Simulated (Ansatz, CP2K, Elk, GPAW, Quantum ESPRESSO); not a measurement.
Code comparison for YGa (Cmcm, 4 atoms in the cell)

Self-consistent single point, at a second geometry (lattice scaled by 0.98). First geometry:

```yaml
crystal:
  lattice:
    - [2.19303, -5.49162, 0.00000]
    - [2.19303, 5.49162, 0.00000]
    - [0.00000, 0.00000, 4.11452]
  atoms:
    - { symbol: Y, position: [0.86093, 0.13907, 0.75000] }
    - { symbol: Y, position: [0.13907, 0.86093, 0.25000] }
    - { symbol: Ga, position: [0.57424, 0.42576, 0.75000] }
    - { symbol: Ga, position: [0.42576, 0.57424, 0.25000] }
```

Shared settings, as Ansatz (an electronic-structure program) writes them: kpoints.mp_grid.grid = 6 6 6; scf.occupations.method = fermi_dirac; scf.occupations.width = 0.1 eV. Potentials and cutoffs stand in the table.

| code | model | ΔF from the first geometry (meV/atom) | pressure (GPa) | largest force (eV/Å) | cutoff |
|---|---|---|---|---|---|
| Ansatz | LDA (PW92), PAW files made with PBE | -43.4 | -2.86 | 0.096 | 420 eV |
| Elk | LDA (PW92), all-electron FP-LAPW, Elk's shipped species files, APW+lo basis with extra local orbitals | -43.2 | – | – | rgkmax 7.5 |
| GPAW | LDA (Perdew-Wang 92), GPAW PAW datasets LDA (gpaw-data 1.0.1) | -40.6 | -2.57 | 0.186 | 550 eV |
| CP2K | LDA (Pade form), GPW, DZVP-MOLOPT-SR-GTH basis, GTH-PADE potentials (GTH_POTENTIALS) | -45.5 | -3.10 | 0.140 | grid 600 Ry |
| Quantum ESPRESSO | LDA (PZ), GBRV 1.5 ultrasoft (LDA) pseudopotentials | -43.1 | -3.01 | 0.110 | 50 Ry |

Size of the force on each atom (eV/Å): Sizes of forces hide their directions.

```json
[
 {"code": "Ansatz", "Y1": "0.028", "Y2": "0.028", "Ga3": "0.096", "Ga4": "0.096"},
 {"code": "GPAW", "Y1": "0.043", "Y2": "0.043", "Ga3": "0.186", "Ga4": "0.186"},
 {"code": "CP2K", "Y1": "0.035", "Y2": "0.035", "Ga3": "0.140", "Ga4": "0.140"},
 {"code": "Quantum ESPRESSO", "Y1": "0.031", "Y2": "0.031", "Ga3": "0.110", "Ga4": "0.110"}
]
```

A dash marks a value that a program does not give, or that is left out as unsure.

The spread over the programs that give each value: ΔF from the first geometry within 4.9 meV/atom; pressure within 0.53 GPa; largest force within 0.090 eV/Å.

CP2K uses small atom-centred bases, whose incompleteness enters pressures, forces and empty levels differently from a plane-wave cutoff. Elk treats all electrons, but the usual bases taken here (sphere radii, linearisation, local orbitals, empty states) were not tested for convergence, so the values are no reference for the others. Ansatz's pressure is given at a fixed set of plane waves, as the other plane-wave codes print theirs. The same LDA comes in different parametrisations, which differ slightly.

The starting cell comes from a database of computed structures (which also holds hypothetical and non-ambient phases and stackings), without a prior relaxation at this level. Its lattice was rescaled by a random factor within 2.5 % of one. For this run, on top of that: lattice scaled by 0.98.

Keys are those of Ansatz 0.2.
